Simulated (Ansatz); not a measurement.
The reference is GaP in the zinc blende structure (space group F-43m, No. 216; a = 5.4385 Å). Axes: x, y, z lie along the cube axes.

Level of theory: PBEsol (Ansatz, an electronic-structure program; PAW; 420 eV plane waves; no SOC).

For the base:

The smallest direct gap comes out as 1.80 eV. The valence-band top at Γ is 0.00, 0.00, 0.00 eV and the band gap is 1.45 eV.

The change: uniaxial strain ε_xx = −2.15 %, all other strain components held at zero; the atoms relax in the strained cell.

Estimate the effect on the energy relative to the base.

The energy increases by 4.0 meV/atom.

Predict the new smallest direct gap.

The smallest direct gap goes up by 0.09 eV to 1.89 eV.

Estimate the effect on the valence-band top at Γ.

The valence-band top at Γ (three highest levels, from the VBM) goes from 0.00, 0.00, 0.00 eV to 0.00, -0.12, -0.12 eV.

What happens to the band gap?

The band gap drops by 0.245 eV (1.45 eV → 1.21 eV).

Estimate the effect on the stress.

The stress (xx, yy, zz, yz, xz, xy; compression positive) is (2.97, 1.41, 1.41, 0.00, 0.00, 0.00) GPa.

Stability against distortions was not tested.
